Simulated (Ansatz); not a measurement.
Start from KMgF$_{3}$ in the cubic perovskite structure (space group Pm-3m, No. 221; a = 3.991 Å). Axes: x, y, z lie along the cube axes.

Calculations: PBEsol in Ansatz (plane waves to 420 eV, PAW, no spin-orbit coupling).

For the base:

The band gap comes out as 7.12 eV and the pressure comes out as 0.01 GPa. The shortest interatomic distance is 3.771 bohr.

Now apply this change: uniaxial strain ε_zz = +0.60 %, all other strain components held at zero, atoms relaxed at fixed cell.

### Question
How does this affect the band gap?

### Answer
The band gap falls by 0.05 eV, from 7.12 eV to 7.07 eV.

### Question
How does this affect the pressure?

### Answer
The pressure (mean of the normal stresses, compression positive) falls by 0.423 GPa, from 0.01 GPa to -0.42 GPa.

### Question
Estimate the effect on the shortest interatomic distance.

### Answer
The shortest interatomic distance is still 3.771 bohr.

### Question
Estimate the effect on the energy relative to the base.

### Answer
The energy hardly moves.

Stability against distortions was not tested.

Ansatz is a program for electronic structure.
